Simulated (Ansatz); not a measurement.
Take KTaO$_{3}$ in the cubic perovskite structure (space group Pm-3m, No. 221; a = 3.990 Å) as the base.

Method: Ansatz (an electronic-structure program) r2SCAN, scalar-relativistic without spin-orbit coupling.

Base values:

```
Property                                Value
----------------------------  ---------------
Gap between the host's bands          2.63 eV
Gap character                 indirect, R → Γ
```

Modification: electron doping at 1.0×10^22 cm⁻³ (0.635 per cell), with a uniform compensating background at fixed cell and a 300 K Fermi–Dirac width.

**Question.** Estimate the effect on the gap between the host's bands.

**Answer.** The gap between the host's bands increases by 0.528 eV to 3.15 eV.

**Question.** What does the calculation give for the Fermi level from band edge after the change?

**Answer.** The Fermi level relative to the doped band's edge (positive inside the band; to 0.05 eV) amounts to +0.90 eV.

**Question.** Estimate the effect on the gap character.

**Answer.** The gap character stays indirect, R → Γ.

Charged cell with a jellium background: band edges are those of the host's band count, energies are not comparable with the neutral cell, and many-body gap narrowing is missing. Spin-orbit coupling, missing from the scalar runs, can matter with Ta. Stability against distortions was not tested.
